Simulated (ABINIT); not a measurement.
## Worked example: self-consistent single point of TaGa3 (I4/mmm, 4 atoms in the cell) in ABINIT

Method: LDA (PW92), PAW (JTH v2.0 LDA PAW) (plane waves; ABINIT).

The input file:

```
# TaGa3, JTH v2.0 LDA PAW
pp_dirpath "./"
pseudos "Ta.LDA_PW-JTH.xml, Ga.LDA_PW-JTH.xml"
acell 9.6262068203 9.6262068203 9.6262068203
rprim
        -0.3720418984    0.3720418984    0.8503938215
         0.3720418984   -0.3720418984    0.8503938215
         0.3720418984    0.3720418984   -0.8503938215
natom 4
ntypat 2
znucl 73 31
typat 1 2 2 2
xcart
         0.0000000000    0.0000000000    0.0000000000
        -0.0000000000    0.0000000000    4.3318800000
         0.0000000000    1.8951700000    2.1659400000
         1.8951700000    0.0000000000    2.1659400000
      Angstrom
ecut 20
pawecutdg 40
occopt 3
tsmear 0.1 eV
nband 34
kptopt 1
ngkpt 9 9 9
nshiftk 1
shiftk 0 0 0
nstep 100
tolvrs 1.0e-11
prtwf 0
prtden 0
prtvol 1
```

Log, with long lists cut:

```
 Symmetries : space group I4/m m m (#139); Bravais tI (body-center tetrag.)

 -outvars: echo values of preprocessed input variables --------
            acell      9.6262068203E+00  9.6262068203E+00  9.6262068203E+00 Bohr
             ecut      2.00000000E+01 Hartree
              ixc       -1012
         kptrlatt        9    0    0      0    9    0      0    0    9
          kptrlen      6.44643407E+01
            natom           4
            nband          34
            ngfft          40      40      40
          ngfftdg          60      60      60
             nkpt          75
            nstep         100
             nsym          16
           ntypat           2
           occopt           3
        pawecutdg      4.00000000E+01 Hartree
            rprim     -3.7204189840E-01  3.7204189840E-01  8.5039382150E-01
                       3.7204189840E-01 -3.7204189840E-01  8.5039382150E-01
                       3.7204189840E-01  3.7204189840E-01 -8.5039382150E-01
          spgroup         139
           tolvrs      1.00000000E-11
           tsmear      3.67493254E-03 Hartree
            typat      1  2  2  2
           useylm           1
             xred      0.0000000000E+00  0.0000000000E+00  0.0000000000E+00
                       5.0000000000E-01  5.0000000000E-01  0.0000000000E+00
                       7.5000000000E-01  2.5000000000E-01  5.0000000000E-01
                       2.5000000000E-01  7.5000000000E-01  5.0000000000E-01
            znucl       73.00000   31.00000

== DATASET  1 ==================================================================

 Real(R)+Recip(G) space primitive vectors, cartesian coordinates (Bohr,Bohr^-1):
 R(1)= -3.5813523  3.5813523  8.1860668  G(1)=  0.0000000  0.1396121  0.0610794
 R(2)=  3.5813523 -3.5813523  8.1860668  G(2)=  0.1396121  0.0000000  0.0610794
 R(3)=  3.5813523  3.5813523 -8.1860668  G(3)=  0.1396121  0.1396121  0.0000000
 Unit cell volume ucvol=  4.1998072E+02 bohr^3
 Angles (23,13,12)=  1.36316797E+02  1.36316797E+02  6.34909411E+01 degrees

 Coarse grid specifications (used for wave-functions):

 getcut: wavevector=  0.0000  0.0000  0.0000  ngfft=  40  40  40
         ecut(hartree)=     20.000   => boxcut(ratio)=   2.06642

 Fine grid specifications (used for densities):

 getcut: wavevector=  0.0000  0.0000  0.0000  ngfft=  60  60  60
         ecut(hartree)=     40.000   => boxcut(ratio)=   2.18984

   7.39431269E+03                                ecore*ucvol(ha*bohr**3)

 newkpt: prtvol=0 or 1, do not print more k-points.
_setup2: Arith. and geom. avg. npw (full set) are    1794.152    1794.143

--- !BeginCycle
solver: {iscf: 17, nstep: 100, nline: 4, wfoptalg: 10, }
tolerances: {tolvrs: 1.00E-11, }
...

     iter   Etot(hartree)      deltaE(h)  residm     nres2
 ETOT  1  -291.94410582273    -2.919E+02 6.815E+00 2.137E+01
 ETOT  2  -297.24271488328    -5.299E+00 7.960E-02 2.420E+01
 ETOT  3  -297.19216166315     5.055E-02 5.246E-02 3.899E+00
 ETOT  4  -297.18627691667     5.885E-03 1.232E-02 8.381E-01
 ETOT  5  -297.18468664800     1.590E-03 1.186E-02 1.401E-01
 ETOT  6  -297.18450456067     1.821E-04 3.209E-03 4.660E-03
   [... 15 lines left out ...]
 ETOT 22  -297.18454237174    -5.514E-12 2.063E-05 2.003E-09
 ETOT 23  -297.18454237174     1.251E-12 6.030E-06 1.599E-09
 ETOT 24  -297.18454237173     3.752E-12 9.627E-06 3.854E-10
 ETOT 25  -297.18454237173     1.819E-12 3.197E-06 8.909E-11
 ETOT 26  -297.18454237173    -2.501E-12 4.473E-06 6.232E-12

 At SCF step   26       nres2   =  6.23E-12 < tolvrs=  1.00E-11 =>converged.

 Cartesian components of stress tensor (hartree/bohr^3)
  sigma(1 1)=  1.91515563E-04  sigma(3 2)=  0.00000000E+00
  sigma(2 2)=  1.91515563E-04  sigma(3 1)=  0.00000000E+00
  sigma(3 3)=  1.65806450E-04  sigma(2 1)=  0.00000000E+00

 ----iterations are completed or convergence reached----

 reduced coordinates (array xred) for    4 atoms
       0.000000000000      0.000000000000      0.000000000000
       0.500000000000      0.500000000000      0.000000000000
       0.750000000000      0.250000000000      0.500000000000
       0.250000000000      0.750000000000      0.500000000000
 cartesian forces (eV/Angstrom) at end:
    1      0.00000000000000     0.00000000000000     0.00000000000000
    2      0.00000000000000     0.00000000000000     0.00000000000000
    3     -0.00000000000000     0.00000000000000     0.00000000000000
    4     -0.00000000000000    -0.00000000000000    -0.00000000000000
 frms,max,avg= 3.8627969E-29 9.0613494E-29   0.000E+00  0.000E+00  0.000E+00 e/A
 length scales=  9.626206820300  9.626206820300  9.626206820300 bohr
              =  5.093969254476  5.093969254476  5.093969254476 angstroms
 Fermi (or HOMO) energy (hartree) =   0.24236   Average Vxc (hartree)=  -0.42281
 Eigenvalues (hartree) for nkpt=  75  k points:
 kpt#   1, nband= 34, wtk=  0.00137, kpt=  0.0000  0.0000  0.0000 (reduced coord)
  -2.26769   -1.03874   -1.03874   -1.03208   -0.33473   -0.33117   -0.32955   -0.32640
  -0.32640   -0.32523   -0.32489   -0.32361   -0.32361   -0.32281   -0.31505   -0.31495
  -0.31495   -0.31314   -0.30726   -0.21367    0.04836    0.10525    0.13795    0.15064
   0.15064    0.22276    0.26292    0.29396    0.29396    0.36859    0.38219    0.40260
   0.40260    0.42462
      occupation numbers for kpt#   1
   2.00000    2.00000    2.00000    2.00000    2.00000    2.00000    2.00000    2.00000
   2.00000    2.00000    2.00000    2.00000    2.00000    2.00000    2.00000    2.00000
   2.00000    2.00000    2.00000    2.00000    2.00000    2.00000    2.00000    2.00000
   2.00000    1.99039    0.00740    0.00000    0.00000    0.00000    0.00000    0.00000
   0.00000    0.00000
 prteigrs : prtvol=0 or 1, do not print more k-points.

--- !EnergyTerms
comment             : Components of total free energy in Hartree
kinetic             :  2.12177661659315E+01
hartree             :  6.52692494431579E+01
xc                  : -1.31190933674988E+01
Ewald energy        : -2.06823928545925E+02
psp_core            :  1.76063145254922E+01
local_psp           : -1.65549177675297E+02
spherical_terms     : -1.57845317276895E+01
internal            : -2.97183401181829E+02
'-kT*entropy'       : -1.14118630657262E-03
total_energy        : -2.97184542368136E+02
total_energy_eV     : -8.08680265963777E+03
...

-Cartesian components of stress tensor (GPa)         [Pressure= -5.3825E+00 GPa]
- sigma(1 1)=  5.63458145E+00  sigma(3 2)=  0.00000000E+00
- sigma(2 2)=  5.63458145E+00  sigma(3 1)=  0.00000000E+00
- sigma(3 3)=  4.87819335E+00  sigma(2 1)=  0.00000000E+00

 Calculation completed.
```

The run converged in 26 iterations.

The starting cell comes from a database of computed structures (which also holds hypothetical and non-ambient phases and stackings), without a prior relaxation at this level. Spin polarisation is off. With a pressure of about -5 GPa the cell is away from its equilibrium volume at this level.

These are the values that this program gave, and no reference: the one-centre exchange-correlation terms come from a truncated expansion.

Cost on one core of a shared machine: roughly 5 min.
